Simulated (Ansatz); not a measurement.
Take Al2O3 in the corundum structure (space group R-3c, No. 167) as the base.

```
CELL_PARAMETERS angstrom
      2.36460     1.36520     4.29721
     -2.36460     1.36520     4.29721
      0.00000    -2.73040     4.29721
ATOMIC_POSITIONS crystal
  Al 0.64798 0.64798 0.64798
  Al 0.14798 0.14798 0.14798
  Al 0.35202 0.35202 0.35202
  Al 0.85202 0.85202 0.85202
  O  0.75000 0.44414 0.05586
  O  0.05586 0.75000 0.44414
  O  0.25000 0.55586 0.94414
  O  0.55586 0.94414 0.25000
  O  0.94414 0.25000 0.55586
  O  0.44414 0.05586 0.75000
```

Cartesian axes are those of the cell as printed.

The values are results of LDA (Ansatz, a first-principles code, PAW, without spin-orbit coupling), not measurements.

The change: tensor shear ε_xz = +1.20 % (engineering shear γ = 0.0240); the atoms relax in the strained cell.

Question: Predict the stress tensor and what it implies for the stiffness.

Answer: Stress of the strained cell less that of the base (GPa, compression positive):
```
   0.18   -0.45   -3.65
  -0.45    0.08   -0.02
  -3.65   -0.02    0.18
```

Then −Δσ/γ with γ = 2ε = 0.0240 gives relaxed-ion elastic constants: C55 ≈ 152 GPa.

Whether these cells are dynamically stable was not tested.
